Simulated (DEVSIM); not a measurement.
Device: Co/SiO2/p-Si capacitor, at 300 K.

Layer 1 from the left is SiO2, thickness (nm) 6.30. Layer 2 from the left is Si, thickness (nm) 16000, Na (cm⁻³) 1.3e15.

Metal gate on the left, work function 5 eV. Fixed charge at the semiconductor interface 0 cm⁻² (in units of +e); no interface traps.

Constants are typed, rounded textbook-type inputs, not results; the design itself was drawn at random and stands for no fabricated device. Values at 300 K.

SiO2: gap (eV) 9, affinity (eV) 0.9, permittivity 3.9. Si: gap (eV) 1.124, affinity (eV) 4.05, permittivity 11.7, Nc (cm⁻³) 2.86e19, Nv (cm⁻³) 3.1e19.

Model (solved in DEVSIM): 1D Poisson equation in equilibrium, Boltzmann statistics, complete ionisation; no quantum confinement or tunnelling. Metal contacts follow the ideal Schottky-Mott rule: no Fermi-level pinning, no interface dipoles.

Question: What does the simulation give for the minimum of the low-frequency capacitance, the flat-band voltage, the threshold voltage (band bending 2φF)?

Answer: minimum of the low-frequency capacitance 0.0150 μF/cm²; flat-band voltage 0.09 V; threshold voltage (band bending 2φF) 0.72 V.
